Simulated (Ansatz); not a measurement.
Si (I4_1/amd), r2SCAN with spin-orbit coupling, rigid bands (Ansatz, an electronic-structure program): Condition of this run: biaxial stress xx = yy = -2 GPa (compression positive) (the target of the relaxation). band gap 0.58 eV, N_c = 1.02e19 cm⁻³ and N_v = 4.68e18 cm⁻³ at 300 K, conductivity masses along x (a = (0.00, 2.75, 2.70) Å; b = (2.75, 0.00, 2.70) Å; c = (2.75, 2.75, 0.00) Å) of 0.210 mₑ (electrons) and 0.324 mₑ (holes). Take k_BT = 0.02585 eV.

Q: What built-in voltage has an abrupt junction with N_A = 1e16 and N_D = 1e17 cm⁻³, all dopants ionised?

A: V_bi = E_g/e − (k_BT/e) ln(N_c N_v/(N_A N_D)) = 0.58 − 0.02585 × 10.77 = 0.30 V. It follows the computed gap one for one.

Q: What thermal injection velocity √(2k_BT/πm) limits a ballistic channel along the direction named?

A: 1.17e7 cm/s for electrons and 9.45e6 cm/s for holes, a ratio of √(m_h/m_e) = 1.24, for dilute carriers.

Q: Find the intrinsic carrier density and the intrinsic Fermi level.

A: n_i = √(N_c N_v) exp(−E_g/2k_BT) = 6.91e18 × exp(−11.22) = 9.3e13 cm⁻³. The level lies (k_BT/2) ln(N_v/N_c) = -10 meV from mid-gap (positive towards the conduction band). Each 0.1 eV added to the gap lowers n_i by a factor of 6.9.

Rigid, parabolic bands with the computed gap; masses take one relaxation time for all states.
